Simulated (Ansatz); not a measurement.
Relaxation of the outer planes of the (111) surface of fcc Pb in its 1x1 cell, outermost plane spacing 2.91 Å in the ideal cut.

Calculation: PBE (plane waves to 420 eV, PAW; Ansatz, a first-principles code).

Model: 6-atom slab, 14.5 Å thick at the start, 12x12x1 mesh, Fermi-Dirac 0.1 eV, dipole correction, all atoms relaxed; start symmetry kept, larger cells not searched; no spin, no spin-orbit, no U.

| plane | atoms | bulk spacing to the next (Å) | relaxed spacing (Å) | change (%) | rumpling (Å) |
|---|---|---|---|---|---|
| 1 | Pb | 2.909 | 2.765 | -4.9 | 0.00 |
| 2 | Pb | 2.909 | 2.979 | 2.4 | 0.00 |
